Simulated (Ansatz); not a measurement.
The parent structure is ZrS$_{2}$ in the CdI2 type structure (space group P-3m1, No. 164; layered, stacked along the Cartesian z axis).

```
CELL_PARAMETERS angstrom
      3.57808     0.00000     0.00000
     -1.78904     3.09871     0.00000
      0.00000     0.00000     5.54013
ATOMIC_POSITIONS crystal
  Zr 0.00000 0.00000 0.00000
  S  0.33333 0.66667 0.26473
  S  0.66667 0.33333 0.73527
```

Cartesian axes are those of the cell as printed.

The values are results of Kohn–Sham DFT with the PBEsol-D3(BJ) functional, run in Ansatz (a program for electronic structure) with PAW and 420 eV plane waves, spin-orbit coupling left out, not measurements.

Strains are applied to the cell and any free atomic positions relax; under biaxial strain the out-of-plane vector relaxes too.

One change was made to it. Results:

The valence-band top at Γ (three highest levels, from the VBM) changes from 0.00, -0.35, -0.35 eV to 0.00, -0.43, -0.43 eV; the shortest interatomic distance increases by 0.69 pm, from 253.4 pm to 254.0 pm; the hole mass becomes 0.19 mₑ out of plane, 2.0 mₑ in plane (at Γ) (base: 0.17 mₑ along c, 2.1 mₑ across (at Γ)); the pressure (mean of the normal stresses, compression positive) goes from zero to -10.8 kbar.

Task: Which of these changes matches the shifts?
A. biaxial strain −2.50 %, plane normal [001], relaxed out of plane
B. biaxial strain +0.50 %, plane normal [001], relaxed out of plane
C. biaxial strain +1.00 %, plane normal [001], relaxed out of plane
D. biaxial strain +1.50 %, plane normal [001], relaxed out of plane

Result: C, biaxial strain +1.00 %, plane normal [001], relaxed out of plane. For comparison, the valence-band top at Γ in the other runs: biaxial strain −2.50 %, plane normal [001], relaxed out of plane gives 0.00, -0.16, -0.16 eV; biaxial strain +0.50 %, plane normal [001], relaxed out of plane gives 0.00, -0.39, -0.39 eV; biaxial strain +1.50 %, plane normal [001], relaxed out of plane gives 0.00, -0.46, -0.46 eV.

The levels and masses belong to the bands next to the band gap. Effective masses come from finite differences of ±0.01 Å⁻¹. Stability against distortions was not tested.
